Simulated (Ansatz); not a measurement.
## Rutile MgH2

Computed with r²SCAN (plane waves, PAW; Ansatz, a first-principles code).

Run with plane-wave cutoff 500 eV, 10×4×1 k mesh (along the axes of the cell as run), gaussian smearing 0.02 eV, scalar-relativistic PAW data made under PBE.

Cell: relaxed at this level.

```
Quantity                             Result
--------------------------------  ---------
surface energy of the (110) face  0.56 J/m²
ionisation potential of the slab    6.31 eV
```

The slab of 24 atoms is relaxed and unreconstructed.

Static lattice: no zero-point or thermal effects.
